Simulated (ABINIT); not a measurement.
```yaml
crystal:
  lattice:
    - [5.27683, 0.00000, 0.00000]
    - [-2.63842, 4.56987, 0.00000]
    - [0.00000, 0.00000, 2.93891]
  atoms:
    - { symbol: Ta, position: [0.00000, 0.00000, 0.00000] }
    - { symbol: Ta, position: [0.66667, 0.33333, 0.50000] }
    - { symbol: Ta, position: [0.33333, 0.66667, 0.50000] }
    - { symbol: N, position: [0.00000, 0.50000, 0.00000] }
    - { symbol: N, position: [0.50000, 0.00000, 0.00000] }
    - { symbol: N, position: [0.50000, 0.50000, 0.00000] }
```

Computed with LDA (PW92), PAW (JTH v2.0 LDA PAW) (plane waves; ABINIT 10.0.3).

The set-up and first iterations of an ABINIT log for TaN (P6/mmm, 6 atoms in the cell):

```
 Symmetries : space group P6/m m m (#191); Bravais hP (primitive hexag.)

 -outvars: echo values of preprocessed input variables --------
            acell      1.8897261329E+00  1.8897261329E+00  1.8897261329E+00 Bohr
             ecut      2.59817731E+01 Hartree
           enunit           2
              ixc       -1012
         kptrlatt        6    0    0      0    6    0      0    0    9
          kptrlen      4.99836323E+01
            natom           6
            nband          35
            ngfft          48      48      27
          ngfftdg          72      72      40
             nkpt          35
            nstep         100
             nsym          24
           ntypat           2
           occopt           7
        pawecutdg      5.20002954E+01 Hartree
         pawxcdev           0
            rprim      5.2768344067E+00 -9.4400000000E-08  0.0000000000E+00
   [... lines left out ...]
                       3.3333333333E-01  6.6666666667E-01  5.0000000000E-01
                       0.0000000000E+00  5.0000000000E-01  0.0000000000E+00
                       5.0000000000E-01  0.0000000000E+00  0.0000000000E+00
                       5.0000000000E-01  5.0000000000E-01  0.0000000000E+00
            znucl       73.00000    7.00000

== DATASET  1 ==================================================================

 Real(R)+Recip(G) space primitive vectors, cartesian coordinates (Bohr,Bohr^-1):
 R(1)=  9.9717719 -0.0000002  0.0000000  G(1)=  0.1002831  0.0578985  0.0000000
 R(2)= -4.9858858  8.6358079  0.0000000  G(2)=  0.0000000  0.1157969  0.0000000
 R(3)=  0.0000000  0.0000000  5.5537369  G(3)=  0.0000000  0.0000000  0.1800589
 Unit cell volume ucvol=  4.7825620E+02 bohr^3
 Angles (23,13,12)=  9.00000000E+01  9.00000000E+01  1.20000000E+02 degrees

 Coarse grid specifications (used for wave-functions):

 getcut: wavevector=  0.0000  0.0000  0.0000  ngfft=  48  48  27
         ecut(hartree)=     25.982   => boxcut(ratio)=   2.04027

 Fine grid specifications (used for densities):

 getcut: wavevector=  0.0000  0.0000  0.0000  ngfft=  72  72  40
         ecut(hartree)=     52.000   => boxcut(ratio)=   2.21874

   1.27501972E+04                                ecore*ucvol(ha*bohr**3)

_setup2: Arith. and geom. avg. npw (full set) are    3025.781    3025.766
--- !BeginCycle
solver: {iscf: 17, nstep: 100, nline: 4, wfoptalg: 10, }
tolerances: {tolvrs: 1.00E-12, }
...

     iter   Etot(hartree)      deltaE(h)  residm     nres2
 ETOT  1  -193.50548896214    -1.935E+02 1.444E+01 1.528E+02
 ETOT  2  -209.65663918366    -1.615E+01 1.909E-01 8.643E+02
 ETOT  3  -208.57757295529     1.079E+00 5.357E-02 3.350E+02
 ETOT  4  -208.24179440669     3.358E-01 3.987E-02 9.954E+01
 ETOT  5  -208.38916493260    -1.474E-01 8.968E-03 1.979E+02
```

Q: Will this run converge, and how will it end?

A: The run converged in 25 iterations. Its thresholds were met; that alone does not show that basis and mesh suffice. It ends on: free energy E − TS -5661.21 eV; Fermi level (on the code's own zero) 4.46 eV; pressure -17.94 GPa. The log goes on:

```
   [... 16 lines left out ...]
 ETOT 22  -208.04553853266     6.025E-12 4.169E-04 2.504E-09
 ETOT 23  -208.04553853266     3.297E-12 1.949E-04 1.678E-11
 ETOT 24  -208.04553853266    -9.948E-13 4.279E-04 2.455E-12
 ETOT 25  -208.04553853266     8.811E-13 2.019E-04 2.918E-13
 At SCF step   25       nres2   =  2.92E-13 < tolvrs=  1.00E-12 =>converged.

 Cartesian components of stress tensor (hartree/bohr^3)
  sigma(1 1)=  5.70335125E-04  sigma(3 2)=  0.00000000E+00
  sigma(2 2)=  5.70335124E-04  sigma(3 1)=  0.00000000E+00
  sigma(3 3)=  6.89035488E-04  sigma(2 1)=  3.44779999E-14

 ----iterations are completed or convergence reached----

 reduced coordinates (array xred) for    6 atoms
       0.000000000000      0.000000000000      0.000000000000
       0.666666666667      0.333333333333      0.500000000000
       0.333333333333      0.666666666667      0.500000000000
       0.000000000000      0.500000000000      0.000000000000
       0.500000000000      0.000000000000      0.000000000000
       0.500000000000      0.500000000000      0.000000000000
 cartesian forces (eV/Angstrom) at end:
    1      0.00000000000000     0.00000000000000    -0.00000000000000
    2     -0.00000000000000     0.00000000000000    -0.00000000000000
   [... lines left out ...]
 Fermi (or HOMO) energy (hartree) =   0.16377   Average Vxc (hartree)=  -0.47797
 Fermi (or HOMO) energy (eV) =   4.45633   Average Vxc (eV)= -13.00629
   [... lines left out ...]
local_psp           : -4.64218935456570E+01
internal            : -2.08045401739569E+02
'-kT*entropy'       : -1.36654308177564E-04
total_energy        : -2.08045538393877E+02
total_energy_eV     : -5.66120700559616E+03
...

-Cartesian components of stress tensor (GPa)         [Pressure= -1.7944E+01 GPa]
- sigma(1 1)=  1.67798359E+01  sigma(3 2)=  0.00000000E+00
- sigma(2 2)=  1.67798359E+01  sigma(3 1)=  0.00000000E+00
- sigma(3 3)=  2.02721205E+01  sigma(2 1)=  1.01437761E-09

 Calculation completed.
```

For comparison: a first run (DFT, PBEsol, plane waves, PAW (JTH v2.0 PBE PAW, files made for PBE)) was changed to give this one (pseudos: [Ta.GGA_PBE-JTH.xml, N.GGA_PBE-JTH.xml] → [Ta.LDA_PW-JTH.xml, N.LDA_PW-JTH.xml]; ixc: -116133 → default; potentials: JTH v2.0 PBE PAW → JTH v2.0 LDA PAW), and from it to this one the pressure goes from -11.13 to -17.94 GPa.

The starting cell comes from a database of computed structures (which also holds hypothetical and non-ambient phases and stackings), without a prior relaxation at this level. Its lattice was rescaled by a random factor within 2.5 % of one. Spin polarisation is off. With a pressure of about -18 GPa the cell is away from its equilibrium volume at this level.

The run was DFT, LDA (PW92), plane waves, PAW (JTH v2.0 LDA PAW). Main settings of its input:

```
setting                                     value
----------  -------------------------------------
pseudos     [Ta.LDA_PW-JTH.xml, N.LDA_PW-JTH.xml]
ecut                                       707 eV
pawecutdg                                 1415 eV
pawxcdev                                        0
occopt                                          7
tsmear                                     0.1 eV
ngkpt                                       6 6 9
nshiftk                                         1
shiftk                                      0 0 0
potentials                       JTH v2.0 LDA PAW
nband                                          35
kptopt                                          1
```
